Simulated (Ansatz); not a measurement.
Consider the following.

```
Au
1.0
    0.00000     2.03380     2.03380
    2.03380     0.00000     2.03380
    2.03380     2.03380     0.00000
Au
1
Direct
  0.00000   0.00000   0.00000
```

Calculation: PBEsol, rigid bands (plane waves, PAW, scalar-relativistic; Ansatz, a program for electronic structure). Condition of this run: hydrostatic pressure 2 GPa (the target of the relaxation). Geometry: cell and atoms relaxed with PBEsol, then loaded as said.

Question: Predict the product ρ₀λ of resistivity and mean free path that follows from the Fermi surface's area.

Answer: 8.3 ×10⁻¹⁶ Ω·m².

Question: And the Drude plasma energy and the root-mean-square Fermi velocity at 300 K?

Answer: 9.0 eV; 1.4e6 m/s.

A metal at this level (no band gap); rigid bands, thermally averaged at 300 K, both spins. Spin-orbit coupling is left out, which matters with elements this heavy. τ is one relaxation time for all states; the product of resistivity and mean free path takes one path for all states instead.
